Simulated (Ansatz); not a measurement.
Results of r²SCAN (plane waves, PAW; Ansatz, a first-principles code) for YGa (Cmcm, No. 63).

Input:

Ansatz 0.2 input:
```yaml
crystal:
  lattice:
    - [2.155782504, -5.3821377164, 0.0]
    - [2.155782504, 5.3821377164, 0.0]
    - [0.0, 0.0, 4.0397629838]
  atoms:
    - { symbol: Y, position: [0.8615230754, 0.1384769246, 0.75] }
    - { symbol: Y, position: [0.1384769246, 0.8615230754, 0.25] }
    - { symbol: Ga, position: [0.5748344387, 0.4251655613, 0.75] }
    - { symbol: Ga, position: [0.4251655613, 0.5748344387, 0.25] }
basis:
  ecutwfc: 560
  ecutrho_ratio: 4
  xc_grid: 3
kpoints:
  mp_grid: { grid: [14, 14, 14] }
hamiltonian:
  xc: r2scan
  dispersion: none
  pseudopotentials: { azcp: { folder: ./paw }, kind: paw }
scf:
  occupations: { method: fermi_dirac, width: 0.05 }
output:
  forces: true
  stress: true
  eigenvalues: true
relax:
  f_tol: 0.004
  escape_saddle: false
  max_steps: 80
  cell: { stress_tol: 0.02, fix: [volume] }
```

From the output:

```
Relaxation: its limit of steps is 80 (relax.max_steps)
Crystal: 4 atoms, lattice volume = 93.744 Å³
Basis set: ecut = 560 eV, 2835 PW (Γ), exchange–correlation on 135×135×96 points (27 copies of the dense FFT grid, shifted against one another)
Bands: 29, of which v1, the nominal top of the filled ones, is band 24 counted from 1 (23 counted from 0)
Symmetry: 8 space group operations
Space group: Cmcm (ITA 63), of the structure as read, at distance tolerance 4.5e-5 Å
k-points: 456 of 2744
Initial density: superposition of atomic densities (chi_scale 0.1, normalization cell, long waves kept (reshape's long-wave potential 0.00 eV rms))
Functional: x = r2scan, c = r2scan; τ floored in thin density (d = 2e-4 eV/Å³)
SCF iter   1: F=—  HF=-15302.889450 eV  |F-HF|=—  |Δ(HF+E_count)|=         —  Δρ=3.39e-2  dr2=1.03e0  dr2_τ=1.85e-2
SCF iter   2: F=—  HF=-15302.983304 eV  |F-HF|=—  |Δ(HF+E_count)|=   9.39e-2  Δρ=2.00e-2  dr2=2.80e-1  dr2_τ=6.33e-3
  ...
SCF 1 converged in 9 iterations: F = -15303.121775 eV  dr2 = 1.88e-8
Crystal: 4 atoms, lattice volume = 93.744 Å³
Basis set: ecut = 560 eV, 2827 PW (Γ), exchange–correlation on 135×135×96 points (27 copies of the dense FFT grid, shifted against one another)
Initial density: handed on by an earlier stage of this run
SCF 2 converged in 7 iterations: F = -15303.121741 eV  dr2 = 3.32e-8
Crystal: 4 atoms, lattice volume = 93.744 Å³
SCF 3 converged in 10 iterations: F = -15303.122056 eV  dr2 = 2.69e-12
Crystal: 4 atoms, lattice volume = 93.744 Å³
SCF iter   4: F=—  HF=-15303.122056 eV  |F-HF|=—  |Δ(HF+E_count)|=  1.09e-11  Δρ=1.03e-7  dr2=7.58e-12  dr2_τ=1.41e-12
SCF iter   5: F=-15303.122056 eV  HF=-15303.122056 eV  |F-HF|=0.00e0  |Δ(HF+E_count)|=  1.09e-11  Δρ=2.01e-8  dr2=9.74e-13  dr2_τ=1.61e-14
SCF 4 converged in 5 iterations: F = -15303.122056 eV  dr2 = 9.74e-13
SCF converged after 5 iterations
Free energy (F): -15303.122056 eV
Internal energy: -15303.097077 eV  (E = F + TS)
E sigma→0 (E₀):  -15303.109566 eV
Fermi energy:    10.326766 eV
--- Forces (eV/Å), atoms counted from 1 ---
  atom   1  Y      0.00000000    -0.00018691    -0.00000000
  atom   2  Y      0.00000000     0.00018691     0.00000000
  atom   3  Ga     0.00000000    -0.00210831     0.00000000
  atom   4  Ga     0.00000000     0.00210831    -0.00000000
--- Stress (GPa, compression-positive) ---
        1.514082      -0.000000      -0.000000
       -0.000000       1.514705       0.000000
       -0.000000       0.000000       1.514026
  P = ⅓ Tr σ = 1.5143 GPa (15.143 kbar)
```

The cell is one volume of an energy–volume scan, off the minimum.

The PAW data were made under PBE.

It cost about 10 core-minutes (a rough figure) of CPU time.
